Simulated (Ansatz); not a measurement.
**Response to strain in BaHfO3**

The parent structure is BaHfO3 in the cubic perovskite structure (space group Pm-3m, No. 221; a = 4.158 Å). Axes: x, y, z lie along the cube axes.

Strains are applied to the cell and any free atomic positions relax.

Method: PBEsol (Ansatz, a quantum-chemistry and plane-wave program, PAW, spin-orbit coupling left out).

```tsv
uniaxial strain ε_zz (%)	band gap (eV)
0	3.58
0.6	3.55
1.2	3.52
1.8	?
2.4	3.47
3	3.44
```

Question: Fit E_g = E₀ + Dε (ε in %) to the rows shown and predict the withheld row.

Answer: Least squares on the printed values gives E₀ = 3.58 eV, D = -45.9 meV per % of strain (largest residual 0.00 eV); this predicts 3.50 eV, and the run gives 3.49 eV, in agreement.

With Hf present, leaving out spin-orbit coupling can change the band edges. Whether these cells are dynamically stable was not tested.
